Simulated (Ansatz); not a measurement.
Antifluorite Be2C was calculated with RPBE (PAW; Ansatz, a program for electronic structure).

Settings: plane-wave cutoff 520 eV, 14×14×14 k mesh, Fermi–Dirac smearing 0.01 eV, scalar-relativistic PAW data made under PBE.

The cell has the measured lattice: a = b = c = 4.340 Å, α = β = γ = 90.00°.

**Question.** Estimate the band gap and smallest direct gap on the k points sampled that the calculation returns.

**Answer.** 
- band gap: 1.16 eV (indirect)
- smallest direct gap on the k points sampled: 4.18 eV

Note: cell and atoms aren't relaxed at this level (pressure 2.6 GPa).
